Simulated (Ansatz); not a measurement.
Band structure of InH (P6_3mc, 4 atoms in the cell).

```xyz
4
Lattice="3.4309 0.0000 0.0000 -1.7154 2.9712 0.0000 0.0000 0.0000 6.7445" Properties=species:S:1:pos:R:3 pbc="T T T"
In     0.0000     1.9808     2.3173
In     1.7154     0.9904     5.6895
H      0.0000     1.9808     0.2119
H      1.7154     0.9904     3.5842
```

Method of the run: PBEsol, PAW files made with PBE (plane waves; Ansatz, an electronic-structure program).

Settings: kpoints.mp_grid.grid = 8 8 4; hamiltonian.xc = pbesol; hamiltonian.pseudopotentials = {kind: paw} (the program's default PAW files); scf.occupations.method = gaussian; scf.occupations.width = 0.136 eV; kpoints.band_path.npoints = 8.

The starting cell comes from a database of computed structures (which also holds hypothetical and non-ambient phases and stackings), without a prior relaxation at this level.

Levels in eV from the Fermi level, bands 11 to 17:
| point | 11 | 12 | 13 | 14 | 15 | 16 | 17 |
|---|---|---|---|---|---|---|---|
| Γ | -9.58 | -6.75 | -5.26 | 2.31 | 4.99 | 6.00 | 7.81 |
| M | -5.99 | -4.90 | -2.80 | -1.60 | -1.06 | 0.76 | 4.09 |
| K | -4.86 | -4.86 | -1.44 | -1.44 | -1.25 | 0.91 | 0.94 |
| A | -8.73 | -8.73 | -1.67 | -1.67 | 5.88 | 5.88 | 8.45 |
| L | -5.41 | -5.41 | -3.03 | -3.03 | 1.76 | 1.76 | 4.19 |
| H | -4.70 | -4.70 | -2.32 | -2.32 | -0.44 | -0.44 | 3.49 |

Bands cross the Fermi level along this path, so the cell is metallic at this level.

Keys are those of Ansatz 0.2.
